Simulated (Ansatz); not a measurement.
**Hypothetical rock salt BeTe, response to strain**

The reference is BeTe in the rock salt structure (space group Fm-3m, No. 225; a hypothetical phase, not in the database extracts checked).

```xyz
2
Lattice="0.0000 2.6850 2.6850 2.6850 0.0000 2.6850 2.6850 2.6850 0.0000" Properties=species:S:1:pos:R:3 pbc="T T T"
Te     0.0000     0.0000     0.0000
Be     2.6850     2.6850     2.6850
```

Cartesian axes are those of the cell as printed.

Strains are applied to the cell and any free atomic positions relax; under biaxial strain the out-of-plane vector relaxes too; under stress the whole cell relaxes.

Level of theory: Kohn–Sham DFT with the r2SCAN functional, run in Ansatz (an electronic-structure program) with PAW and 500 eV plane waves, scalar-relativistic without spin-orbit coupling.

Notes on the quantities. pressure: mean of the normal stresses, compression positive; energy relative to the base: free energy F.

```csv
variant,volume per atom,pressure,energy relative to the base,space group
base,19.36 Å³,0.0 GPa,0 meV/atom,Fm-3m (No. 225)
"biaxial strain +0.96 %, plane normal [001], relaxed out of plane",19.58 Å³,-0.7 GPa,+1.3 meV/atom,I4/mmm (No. 139)
"biaxial strain −1.59 %, plane normal [111], relaxed out of plane",18.90 Å³,1.7 GPa,+4.8 meV/atom,R-3m (No. 166)
isotropic strain −0.86 %,18.86 Å³,1.9 GPa,+2.8 meV/atom,Fm-3m (No. 225)
isotropic strain +2.55 %,20.88 Å³,-4.4 GPa,+22 meV/atom,Fm-3m (No. 225)
isotropic strain +2.90 %,21.09 Å³,-4.9 GPa,+28 meV/atom,Fm-3m (No. 225)
uniaxial strain ε_xx = −1.21 %,19.12 Å³,0.9 GPa,+1.0 meV/atom,I4/mmm (No. 139)
tensor shear ε_xz = +0.65 %,19.36 Å³,0.0 GPa,+0.5 meV/atom,Immm (No. 71)
"uniaxial stress, 3 GPa compression along z",19.14 Å³,–,+5.4 meV/atom,I4/mmm (No. 139)
tensor shear ε_xz = +2.05 %,19.35 Å³,0.1 GPa,+5.0 meV/atom,Immm (No. 71)
```

Without a gap, meshes like the base's 15×15×15 leave anisotropic stresses uncertain by several tenths of a GPa, and small strain energies with them. Beyond what the load breaks, stability against distortions was not tested. The final runs are not spin-polarised.
